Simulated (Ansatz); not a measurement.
Checking a run of Ansatz (a program for electronic structure) on a (110) slab of YGe2 (cut from a parent of space group no. 139; 12 atoms in the cell). The aim is a self-consistent single point with DFT, LDA (PW92), plane waves, default PAW files made with PBE.

This input was run:

Ansatz 0.2 input:
```yaml
crystal:
  lattice:
    - [5.21291600, 0.00000000, 0.00000000]
    - [0.00000000, 9.02185600, 0.00000000]
    - [0.00000000, 0.00000000, 12.60650000]
  atoms:
    - { symbol: Y, position_ang: [3.90968700, 0.00000000, 5.00000264] }
    - { symbol: Y, position_ang: [1.30322900, 4.51092800, 5.00000264] }
    - { symbol: Y, position_ang: [1.30322900, 0.00000000, 7.60649736] }
    - { symbol: Y, position_ang: [3.90968700, 4.51092800, 7.60649736] }
    - { symbol: Ge, position_ang: [3.90968700, 5.99682768, 5.00000264] }
    - { symbol: Ge, position_ang: [1.30322900, 7.53595632, 5.00000264] }
    - { symbol: Ge, position_ang: [1.30322900, 1.48589968, 5.00000264] }
    - { symbol: Ge, position_ang: [3.90968700, 3.02502832, 5.00000264] }
    - { symbol: Ge, position_ang: [1.30322900, 5.99682768, 7.60649736] }
    - { symbol: Ge, position_ang: [3.90968700, 7.53595632, 7.60649736] }
    - { symbol: Ge, position_ang: [3.90968700, 1.48589968, 7.60649736] }
    - { symbol: Ge, position_ang: [1.30322900, 3.02502832, 7.60649736] }
basis:
  ecutwfc: 420.0
kpoints:
  mp_grid:
    grid: [3, 2, 1]
hamiltonian:
  xc: lda
  pseudopotentials:
    kind: paw
scf:
  occupations:
    method: fixed
output:
  forces: true
  eigenvalues: true
  stress: true
```

Output, abridged:

```
WARN ansatz: RAYON_NUM_THREADS=1 ignored (pool sized by the plan → 1); use --threads N
Pseudopotentials: kind: paw
Pseudopotential: Y, paw, valence charge 11
Pseudopotential: Ge, paw, valence charge 14
Crystal: 12 atoms, lattice volume = 592.886 Å³
Basis set: ecut = 420 eV, 11589 PW (Γ)
Bands: 94, of which v1, the nominal top of the filled ones, is band 78 counted from 1 (77 counted from 0)
Symmetry: 16 space group operations
Space group: Cmme (ITA 67), of the structure as read, at distance tolerance 8.4e-5 Å
k-points: 4 of 6
PAW frozen core: Y, regenerated for the run's functional, and the local potential with it
PAW frozen core: Ge, regenerated for the run's functional, and the local potential with it
Initial density: superposition of atomic densities (neutral atoms: chi_scale 0, normalization atom), corrected by the library's trained network
Initial wavefunctions: pseudopotential atomic-orbital guess
Eigensolver: davidson
Functional: x = slater, c = lda
SCF iter   1: F=—  HF=-48707.480897 eV  |F-HF|=—  |Δ(HF+E_count)|=         —  Δρ=5.33e-3  dr2=2.80e-1  ethr=1.77e-3  ⟨swp⟩=4.5  Hψ=1058  notcnv=0  defer=56
all-band conjugate gradients solve this SCF's bands
   [... lines left out ...]
WARN: the bands overlap at the fill by count (78 filled at each k-point of a channel) …
SCF 1 converged in 7 iterations: F = -48707.392386 eV  dr2 = 6.70e-8
Free energy (F): -48707.392386 eV
Internal energy: -48707.392386 eV  (E = F + TS)
E sigma→0 (E₀):  -48707.392386 eV
Fermi energy:    2.664734 eV
--- Forces (eV/Å), atoms counted from 1 ---
  atom   1  Y      0.00000000     0.00000000     0.22626221
  atom   2  Y      0.00000000     0.00000000     0.22626221
  atom   3  Y     -0.00000000    -0.00000000    -0.22626221
  atom   4  Y     -0.00000000    -0.00000000    -0.22626221
  atom   5  Ge     0.00000000     0.60258091     0.89248207
  atom   6  Ge     0.00000000    -0.60258091     0.89248207
  atom   7  Ge     0.00000000     0.60258091     0.89248207
  atom   8  Ge     0.00000000    -0.60258091     0.89248207
   [... lines left out ...]
  atom  12  Ge    -0.00000000    -0.60258091    -0.89248207
--- Stress (GPa, compression-positive) ---
       -0.919224       0.000000       0.000000
        0.000000      -2.281616       0.000000
        0.000000       0.000000      -2.821449
  P = ⅓ Tr σ = -2.0074 GPa (-20.074 kbar)
  The stress holds the Pulay correction. Without it, at fixed plane waves, as pw.x and ABINIT print it: P = -2.0153 GPa
```

Task: Is anything amiss in this input, and did it matter?

Result: The run is not sound. The fault is fixed (insulator-type) occupations in a metal. A metal has bands that cross the Fermi level, so filling the same number of bands at every k-point puts electrons into the wrong states. To fix it, use a smearing (or tetrahedra) with enough empty bands. The run converged in 7 iterations without an error; against the sound input the free energy goes up by 13.3 meV/atom and the largest force goes from 0.742 to 1.077 eV/Å. The full log also holds (shortened here): “WARN: iter 1: σ=0 fill of 78 bands saw a band overlap (occupied 2.5979 eV > unoccupied 2.4254 eV) — on an unconverged iterate often a transient of an (band_overlap_at_count)”.

The sound input it was made from differs as follows (other fixes are possible):
```diff
-    method: fixed
+    method: cold
+    width: 0.1
```

With that input, the run converged in 10 iterations: free energy E − TS (on the zero of these files) -48707.5524 eV; Fermi level (on the code's own zero) 2.57 eV; pressure averaged over the cell with its vacuum -2.07 GPa; largest force (vector length) 0.742 eV/Å (DFT, LDA (PW92), plane waves, default PAW files made with PBE).

On the sound input: the starting cell was generated: these elements placed on a structure prototype, without a prior relaxation; it need not be a known phase or ordering of this composition. The slab is cut from that crystal, and its faces are unrelaxed. Spin polarisation is off, though cut faces can carry moments; the slab shows no gap. Without a gap this mesh is coarse (it stands for a supercell whose shortest in-plane vector is 16 Å).
